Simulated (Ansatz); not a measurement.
**Do energy and pressure agree? Two volumes of FeAl (P4mm, 2 atoms in the cell)**

```yaml
crystal:
  lattice:
    - [2.91873, 0.00000, 0.00000]
    - [0.00000, 2.91873, 0.00000]
    - [0.00000, 0.00000, 2.91873]
  atoms:
    - { symbol: Al, position: [0.50000, 0.50000, 0.51713] }
    - { symbol: Fe, position: [0.00000, 0.00000, 0.00000] }
```

Method of the run: LDA (PW92), default PAW files made with PBE (plane waves; Ansatz, a first-principles code).

Settings: basis.ecutwfc = 1010 eV; kpoints.mp_grid.grid = 11 11 11; hamiltonian.xc = lda; hamiltonian.pseudopotentials = {kind: paw} (the program's default PAW files); scf.occupations.method = fermi_dirac; scf.occupations.width = 0.1 eV. This cutoff ends a ladder whose last two steps agree within 1 meV/atom.

The second cell is the first with its lattice scaled by 0.98, at the same fractional positions.

The starting cell has typed, rounded lattice constants, without a prior relaxation at this level. Its lattice was rescaled by up to half a per cent. One atom was moved a little off its site on purpose. Spin polarisation is off. Ansatz's pressure includes its estimate of the finite-basis (Pulay) stress.

| cell | volume (Å³/atom) | pressure (GPa) | F less the first cell's (meV/atom) |
|---|---|---|---|
| first | 12.4323 | -17.85 | 0.00 |
| second | 11.7012 | -9.08 | ? |

Q: Estimate the energy of the second cell from the pressures, and the bulk modulus between the two volumes.

A: With P = −dF/dV, the trapezoid gives ΔF ≈ −(P₁ + P₂)/2 · ΔV = −(-13.465 GPa) · (-0.7311 Å³) = -61.44 meV/atom (1 eV/Å³ = 160.22 GPa). The modulus at fixed fractional positions is B = −ΔP/Δln V = 145 GPa, a mean over the interval; zero pressure lies outside it, so this is not the modulus at equilibrium. P(V) is curved, so the trapezoid lies high by about |ΔV|³·B·(1 + B′)/(12·V̄²) = 1.01 meV/atom for an assumed B′ = 4, which leaves -62.45 meV/atom. The runs gave -62.59 meV/atom, a miss of 0.14 meV/atom. Cases were kept where this miss is small, so the page shows the method and is no test of it.

Left out of this page: 15 runs of the series outside the window shown, repeating another row's setting, or not comparable.

Keys are those of Ansatz 0.2.
